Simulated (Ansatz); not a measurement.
Sn: Sn → Fe

Take Sn (space group I4_1/amd, No. 141; a = 5.833 Å, c = 3.158 Å) as the base.

Perturbation: full substitution Sn → Fe, then cell and atoms are relaxed.

The values are results of plane-wave PAW DFT at the PBEsol level (Ansatz, an electronic-structure program, 420 eV), no SOC, not measurements. Γ-centred 22×22×22 mesh, Fermi–Dirac width 0.05 eV, for the changed cell.

| quantity | base | changed | shift |
|---|---|---|---|
| volume per atom | 26.86 Å³ | 11.87 Å³ | -14.99 Å³ |
| density | 7.34 g/cm³ | 7.81 g/cm³ | +0.47 g/cm³ |
| lattice parameter a | 5.833 Å | 4.453 Å | -1.380 Å |
| c/a ratio | 0.541 | 0.538 | -0.0036 |
| space group | I4_1/amd (No. 141) | I4_1/amd (No. 141) | – |
| shortest interatomic distance | 3.021 Å | 2.305 Å | -0.716 Å |
| band gap | zero | zero | – |
| magnetic state | not spin-polarised | ferromagnetic | – |
| largest site moment | 0.00 μB | 2.15 μB | +2.15 μB |

The magnetic state is the one reached from the starting moments; the real material's order can differ, and small cells can't hold many antiferromagnetic ones. Whether these cells are dynamically stable was not tested. As relaxed here, Fe is a hypothetical phase, not in the database extracts checked.
